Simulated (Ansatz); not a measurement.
The starting structures come from a database of crystals and need not be the phases stable at ambient conditions.

Tunnelling through a barrier is set by its complex band structure: the current falls as exp(−2κd) with the smallest κ.

Consider the following.

```yaml
crystal:
  lattice:
    - [4.20236, 0.00000, 0.00000]
    - [0.00000, 8.72254, 0.00000]
    - [2.10118, -1.88568, 6.81394]
  atoms:
    - { symbol: Rb, position: [0.16651, 0.30051, 0.66698] }
    - { symbol: Rb, position: [0.83349, 0.69949, 0.33302] }
    - { symbol: Sb, position: [0.43678, 0.31314, 0.12644] }
    - { symbol: Sb, position: [0.56322, 0.68686, 0.87356] }
    - { symbol: Sb, position: [0.09459, 0.88859, 0.81082] }
    - { symbol: Sb, position: [0.90541, 0.11141, 0.18918] }
```

Space group of this cell: C2/m. The cell is taken as given.

Transport runs along the normal of the first two printed cell vectors.

The gap is the functional's own. No spin-orbit coupling. Mid-gap values are interpolated on the energy grid.

Question: Estimate the band gap and the smallest decay constant κ at mid-gap that r2SCAN run with Ansatz (a program for electronic structure) returns for this system.

Answer: Gap 0.63 eV on a 8×4×8 mesh; κ = 0.188 1/Å, at (0.000, 0.500) of the in-plane reciprocal vectors. At the zone centre, at the nearest computed energy, the slowest state has κ = 0.20 1/Å.
